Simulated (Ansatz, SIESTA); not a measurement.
**Code comparison for AlGaNi6 (P1, 8 atoms in the cell)**

Self-consistent single point, at a second geometry (atoms moved at random). First geometry:

```xyz
8
Lattice="3.5996 0.0000 0.0000 0.0000 3.5996 0.0000 0.0000 0.0000 7.1964" Properties=species:S:1:pos:R:3 pbc="T T T"
Al     0.0000     0.0000     0.0000
Ga     0.0000     0.0000     3.5982
Ni     1.7998     1.7998     0.0000
Ni     1.7998     1.7998     3.5982
Ni     1.7998     0.0000     1.7941
Ni     1.7998     0.0000     5.4023
Ni     0.0000     1.7998     1.7941
Ni     0.0000     1.7998     5.4023
```
Moments meant for the start (each program seeds them in its own way; μB, in the order of the atoms Al Ga Ni Ni Ni Ni Ni Ni): 0.0 0.0 2.0 2.0 2.0 2.0 2.0 2.0.

Second geometry:
```
CELL_PARAMETERS angstrom
      3.59961     0.00000     0.00000
      0.00000     3.59961     0.00000
      0.00000     0.00000     7.19639
ATOMIC_POSITIONS crystal
  Al 0.00023 0.99739 0.00416
  Ga 0.00372 0.00567 0.49030
  Ni 0.51308 0.49955 0.99873
  Ni 0.48734 0.51444 0.49846
  Ni 0.48941 0.98174 0.24149
  Ni 0.51423 0.00580 0.74474
  Ni 0.99423 0.49706 0.25923
  Ni 0.99775 0.49834 0.76289
```
Moments meant for the start (each program seeds them in its own way; μB, in the order of the atoms Al Ga Ni Ni Ni Ni Ni Ni): 0.0 0.0 2.0 2.0 2.0 2.0 2.0 2.0.

Shared settings, as Ansatz (an electronic-structure program) writes them: kpoints.mp_grid.grid = 5 5 3; scf.occupations.method = gaussian; scf.occupations.width = 0.1 eV. Potentials and cutoffs stand in the table.

```json
[
 {"code": "Ansatz", "model": "LDA (PW92), PAW files made with PBE", "ΔF from the first geometry (meV/atom)": "16.8", "pressure (GPa)": "-16.35", "largest force (eV/Å)": "0.675", "size of the net moment (μB/atom)": "0.15", "cutoff": "420 eV"},
 {"code": "SIESTA", "model": "LDA PW92, numerical atomic orbitals DZP, PseudoDojo LDA standard norm-conserving potentials (rewritten from UPF to PSML)", "ΔF from the first geometry (meV/atom)": "16.5", "pressure (GPa)": "-16.28", "largest force (eV/Å)": "0.654", "size of the net moment (μB/atom)": "0.14", "cutoff": "grid 300 Ry"}
]
```

Size of the force on each atom (eV/Å): Sizes of forces hide their directions.

```csv
code,Al1,Ga2,Ni3,Ni4,Ni5,Ni6,Ni7,Ni8
Ansatz,0.220,0.607,0.395,0.466,0.573,0.322,0.567,0.675
SIESTA,0.141,0.579,0.383,0.491,0.532,0.364,0.654,0.639
```

On Ansatz's run: the moments shrank to a small part of their start, a low-spin state that need not be the lowest. The program warned that a starting moment was not kept.

The spread over the programs that give each value: ΔF from the first geometry within 0.3 meV/atom; pressure within 0.07 GPa; largest force within 0.021 eV/Å; size of the net moment within 0.01 μB/atom.

SIESTA uses small atom-centred bases, whose incompleteness enters pressures, forces and empty levels differently from a plane-wave cutoff. Ansatz's pressure is given at a fixed set of plane waves, as the other plane-wave codes print theirs; with its correction for the finite basis it is -16.29 GPa.

The shared mesh is coarse (it stands for a supercell whose shortest vector is 18 Å), so the values are not converged in it.

The starting cell comes from a database of computed structures (which also holds hypothetical and non-ambient phases and stackings), without a prior relaxation at this level. Its lattice was rescaled by a random factor within 2.5 % of one. For this run, on top of that: atoms moved at random.

Keys are those of Ansatz 0.2.
